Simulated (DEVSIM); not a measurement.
Structure: abrupt Si n-p junction, at 300 K.

```tsv
layer (left to right)	material	thickness (μm)	Nd (cm⁻³)	Na (cm⁻³)	τn (s)	τp (s)
1	Si	23.0	1.2e15	-	7.9e-5	7.9e-5
2	Si	40.0	-	4.8e17	7.9e-5	7.9e-5
```

Left contact: ohmic. Right contact: ohmic. Voltage is applied to the left contact. Recombination: SRH at mid-gap. Gap narrowing is on: ΔEg = 6.92 meV × (l + √(l² + 0.5)), l = ln(N/1.3e17 cm⁻³), shared equally by both band edges. Mobility is μmin + (μ − μmin)/(1 + (N/Nref)^α).

The device is made up for the run: typed textbook-type constants, with dimensions and the other settings drawn at random. Values at 300 K. The table also holds parameters that only a changed run uses.

```csv
parameter,Si
gap (eV),1.124
affinity (eV),4.05
permittivity,11.7
Nc (cm⁻³),2.86e19
Nv (cm⁻³),3.1e19
μn (cm²/Vs),1417
μp (cm²/Vs),470
"μn,min",52
"μp,min",45
"Nref,n",9.7e16
"Nref,p",2.2e17
αn,0.68
αp,0.72
Cn (cm⁶/s),2.8e-31
Cp (cm⁶/s),9.9e-32
```

Simulated with DEVSIM: 1D drift-diffusion, Boltzmann statistics, complete ionisation; no tunnelling, impact ionisation, image-force lowering or self-heating.

Base results: dark forward voltage at 100 A/cm² (V) 0.830; potential step across the device at zero bias (V) 0.746; largest field in the device at zero bias (V/cm) 36000.

What follows from this one change: thickness of layer 2 40 → 24 μm?

dark forward voltage at 100 A/cm² 0.830 → 0.820 V; potential step across the device at zero bias little changed (0.746 V); largest field in the device at zero bias little changed (36000 V/cm).

What follows from this one change: doping Na of layer 2 4.8e+17 → 1.4e+18 cm^-3?

dark forward voltage at 100 A/cm² 0.830 → 0.819 V; potential step across the device at zero bias 0.746 → 0.766 V; largest field in the device at zero bias 36000 → 54000 V/cm.

What follows from this one change: constant mobility in place of the doping-dependent one?

dark forward voltage at 100 A/cm² 0.830 → 0.814 V; potential step across the device at zero bias little changed (0.746 V); largest field in the device at zero bias little changed (36000 V/cm).
